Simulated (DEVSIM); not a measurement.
In0.49Ga0.51P/GaAs n-p heterojunction

System: In0.49Ga0.51P/GaAs n-p heterojunction, at 300 K.

| layer (left to right) | material | thickness (μm) | Nd (cm⁻³) | Na (cm⁻³) | τn (s) | τp (s) |
|---|---|---|---|---|---|---|
| 1 | In0.49Ga0.51P | 1.30 | 1.2e17 | - | 1.3e-9 | 3.9e-9 |
| 2 | GaAs | 3.50 | - | 4e16 | 1.3e-9 | 1.3e-9 |

Left contact: ohmic. Right contact: ohmic. Voltage is applied to the left contact. Recombination: SRH at mid-gap, Auger. Mobility is constant in doping.

This is a model device: material constants are rounded textbook-type values typed into the input, and sizes, dopings and lifetimes were drawn at random. Values at 300 K.

```csv
parameter,In0.49Ga0.51P,GaAs
gap (eV),1.89,1.424
affinity (eV),4,4.07
permittivity,11.8,12.9
Nc (cm⁻³),9e17,4.7e17
Nv (cm⁻³),1.3e19,9e18
μn (cm²/Vs),1500,8500
μp (cm²/Vs),80,400
Cn (cm⁶/s),3e-30,1e-30
Cp (cm⁶/s),3e-30,1e-30
```

DEVSIM, 1D drift-diffusion, Boltzmann statistics, complete ionisation; no tunnelling, impact ionisation, image-force lowering or self-heating. Band offsets follow the typed affinities; no thermionic-emission limit at abrupt steps, no polarisation charge.

```yaml
potential_step_across_the_device_at_zero_bias: 1.302 V
largest_field_in_the_device_at_zero_bias: 110000 V/cm
Dark forward voltage at 1 A/cm²: 0.999 V
Dark forward voltage at 100 A/cm²: 1.123 V
```

Dark forward current:

```json
[
 {"V (V)": "-0.05", "J (A/cm²)": "-2.6e-10"},
 {"V (V)": "-0.15", "J (A/cm²)": "-2.6e-9"},
 {"V (V)": "-0.25", "J (A/cm²)": "-2.0e-8"},
 {"V (V)": "-0.35", "J (A/cm²)": "-1.5e-7"},
 {"V (V)": "-0.40", "J (A/cm²)": "-3.9e-7"},
 {"V (V)": "-0.50", "J (A/cm²)": "-2.9e-6"},
 {"V (V)": "-0.60", "J (A/cm²)": "-2.2e-5"},
 {"V (V)": "-0.70", "J (A/cm²)": "-0.00018"},
 {"V (V)": "-0.80", "J (A/cm²)": "-0.0017"},
 {"V (V)": "-0.90", "J (A/cm²)": "-0.030"},
 {"V (V)": "-0.95", "J (A/cm²)": "-0.17"},
 {"V (V)": "-1.05", "J (A/cm²)": "-6.7"},
 {"V (V)": "-1.15", "J (A/cm²)": "-260"},
 {"V (V)": "-1.25", "J (A/cm²)": "-3100"}
]
```

Dark reverse current:

```
V (V)  J (A/cm²)
-----  ---------
0.40     6.5e-10
1.00      1.3e-9
2.00      2.1e-9
3.00      2.7e-9
4.00      3.2e-9
6.00      4.1e-9
8.00      4.8e-9
10.00     5.5e-9
13.00     6.5e-9
```
